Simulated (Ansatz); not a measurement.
Base system: YAs in the rock salt structure (space group Fm-3m, No. 225; a = 5.748 Å; a model cell; relaxed with 0.1 eV smearing). Axes: x, y, z lie along the cube axes.

Calculations: plane-wave PAW DFT at the PBEsol level (Ansatz, a program for electronic structure, 420 eV), without spin-orbit coupling.

Base values:

The pressure is 0.0 GPa and the shortest interatomic distance is 5.431 bohr.

Modification: uniaxial strain ε_xx = +0.50 %, all other strain components held at zero, atoms relaxed at fixed cell.

Q: What happens to the energy relative to the base, pressure and shortest interatomic distance?

A: The energy grows by 0.4 meV/atom; the pressure (mean of the normal stresses, compression positive) goes from zero to -0.4 GPa; the shortest interatomic distance stays 5.431 bohr.

No phonon test of stability was made. All final runs are without spin polarisation.
